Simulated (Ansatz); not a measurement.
**Converging the plane-wave cutoff: Ni3Ge (P4mm, 4 atoms in the cell)**

```yaml
crystal:
  lattice:
    - [3.54092, 0.00000, 0.00000]
    - [0.00000, 3.54092, 0.00000]
    - [0.00000, 0.00000, 3.54092]
  atoms:
    - { symbol: Ni, position: [0.50000, 0.00000, 0.50000] }
    - { symbol: Ni, position: [0.01412, 0.50000, 0.50000] }
    - { symbol: Ni, position: [0.50000, 0.50000, 0.00000] }
    - { symbol: Ge, position: [0.00000, 0.00000, 0.00000] }
```

Method of the run: PBEsol, PAW files made with PBE (plane waves; Ansatz, a first-principles code).

Base settings: basis.ecutwfc = 420 eV; kpoints.mp_grid.grid = 9 9 9; hamiltonian.xc = pbesol; hamiltonian.pseudopotentials = {kind: paw} (the program's default PAW files); scf.occupations.method = gaussian; scf.occupations.width = 0.1 eV.

The second cell is the first with its lattice scaled by 0.98.

The mesh stays at the base's, so the ladder's end is converged at best in this setting alone.

The first pressure column holds Ansatz's estimate of the finite-basis (Pulay) stress, which hides part of the cutoff error; the other is without it.

Only quantities that move along the ladder and can be compared are tabulated.

The count of work is k-points × plane waves × bands × iterations; it is no time. 

The starting cell comes from a database of computed structures (which also holds hypothetical and non-ambient phases and stackings), without a prior relaxation at this level. Its lattice was rescaled by up to half a per cent. One atom was moved a little off its site on purpose. Spin polarisation is off.

Steps (basis.ecutwfc): 145 eV; 170 eV; 190 eV; 210 eV; 230 eV; 250 eV; 295 eV; 335 eV; 380 eV; 420 eV; 460 eV; 505 eV; 565 eV; 630 eV; 735 eV; 840 eV; 1010 eV.

What is the coarsest basis.ecutwfc that holds the pressure without the Pulay estimate within 0.2 GPa of the last step, with all finer ones?

420 eV, at 0.28 of the last step's count of work; the step before is off by 0.43 GPa.

What is the coarsest basis.ecutwfc that holds the free energy within 5 meV/atom of the last step, with all finer ones?

420 eV, at 0.28 of the last step's count of work; the step before is off by 5.8 meV/atom.

What is the coarsest basis.ecutwfc that holds the forces within 0.02 eV/Å of the last step, with all finer ones?

295 eV, at 0.13 of the last step's count of work; the step before is off by 0.076 eV/Å.

```csv
basis.ecutwfc,free energy less the last step's (meV/atom),energy of the compressed cell less the first (meV/atom),pressure (GPa),pressure without the Pulay estimate (GPa),largest difference of a force vector from the last step's (eV/Å),count of work / last
145 eV,94018.20,1497.53,113.89,-4656.36,8.749,0.083
170 eV,38233.92,145.37,24.16,-2183.20,3.312,0.077
190 eV,19000.36,-112.84,-23.81,-1210.51,0.363,0.070
210 eV,9669.86,-134.27,-23.47,-687.32,1.102,0.075
230 eV,4820.29,-32.87,-4.97,-382.46,0.441,0.10
250 eV,2329.38,25.44,6.32,-208.15,0.076,0.11
295 eV,362.44,36.83,3.11,-45.61,0.002,0.13
335 eV,46.48,21.00,-2.02,-9.98,0.018,0.17
380 eV,5.75,17.29,-2.57,-3.15,0.001,0.21
420 eV,3.43,16.94,-2.64,-2.74,0.000,0.28
460 eV,2.41,16.88,-2.65,-2.77,0.000,0.32
505 eV,1.50,16.84,-2.67,-2.74,0.000,0.37
565 eV,0.95,16.77,-2.69,-2.72,0.000,0.42
630 eV,0.55,16.70,-2.70,-2.73,0.000,0.49
735 eV,0.18,16.67,-2.71,-2.72,0.000,0.62
840 eV,0.11,16.65,-2.71,-2.71,0.000,0.78
1010 eV,0.00,16.64,-2.71,-2.72,0.000,1.0
```

The energy difference between the two cells stays within 1 meV/atom of the last step's from 380 eV on, the total only from 565 eV on: much of the error is common to both cells and cancels.

At the lowest cutoff the pressure without the Pulay estimate lies 4650 GPa under the last step's, the usual sign of Pulay stress in an incomplete plane-wave basis.

Keys are those of Ansatz 0.2.
